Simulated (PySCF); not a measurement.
PySCF 2.14.0, TPSSH/def2-svp, df: Hf(OH)3(OSiH3) ([OH][Hf]([OH])([OH])[O][SiH3]), 12 atoms. The geometry is a generated start, not checked to be a minimum at this level.

```
Quantity                                             Value
-------------------------  -------------------------------
task                                                energy
method                                               tpssh
basis                                             def2-svp
two-electron scheme                        density fitting
mol.max_memory                                     3000 MB
mf.max_cycle                                           100
mf.conv_tol                                1e-09 (default)
mf.grids.level                                 3 (default)
effective core potentials  those of the basis set, past Kr
basis functions                                        136
grid points                                         158152
```

```xyz
12

Hf     0.4638     0.1661     0.7447
O      1.9085     0.3799     1.9185
H      1.9919     1.2873     2.2346
O     -0.5444    -1.0883     1.7018
H     -0.0976    -1.3479     2.5176
O     -0.3117     1.8561     0.5384
H     -0.8328     1.9589    -0.2646
O      0.7964    -0.4290    -1.0377
Si    -0.5350    -0.6544    -1.8998
H     -1.7172    -0.7963    -0.9777
H     -0.3507    -1.8607    -2.7122
H     -0.7711     0.5283    -2.7637
```

Charge 0 and multiplicity 1 are set for this test and not shown to be the ground state.

With the defaults (mf.DIIS = CDIIS, mf.diis = true, mf.level_shift = 0, mf.init_guess = minao, mf.damp = 0, mf.diis_start_cycle = 1, mf.diis_space = 8) it converges in 13 Fock builds. One run each on 2 threads, 1 BLAS thread, with these changes:
- mf.level_shift = 0.3 Hartree
- mf.damp = 0.7, mf.diis_start_cycle = 8
- mf.init_guess = huckel
- mf.init_guess = 1e
- mf.DIIS = EDIIS
- mf.diis = false
- mf.level_shift = 0.1 Hartree
- mf.diis_space = 12
- mf.DIIS = ADIIS

Task: Name the settings that don't reach the solution of the defaults.

Result: No convergence: mf.DIIS = EDIIS; mf.diis = false (the run ends without SCF convergence in 100 cycles). The rest reach the solution of the defaults.

```json
[
 {"setting": "the defaults", "Fock builds": "13", "end": "same solution"},
 {"setting": "mf.level_shift = 0.1 Hartree", "Fock builds": "13", "end": "same solution"},
 {"setting": "mf.diis_space = 12", "Fock builds": "13", "end": "same solution"},
 {"setting": "mf.damp = 0.7, mf.diis_start_cycle = 8", "Fock builds": "15", "end": "same solution"},
 {"setting": "mf.level_shift = 0.3 Hartree", "Fock builds": "16", "end": "same solution"},
 {"setting": "mf.init_guess = huckel", "Fock builds": "16", "end": "same solution"},
 {"setting": "mf.init_guess = 1e", "Fock builds": "19", "end": "same solution"},
 {"setting": "mf.DIIS = ADIIS", "Fock builds": "21", "end": "same solution"},
 {"setting": "mf.DIIS = EDIIS", "Fock builds": "101", "end": "no convergence"},
 {"setting": "mf.diis = false", "Fock builds": "101", "end": "no convergence"}
]
```
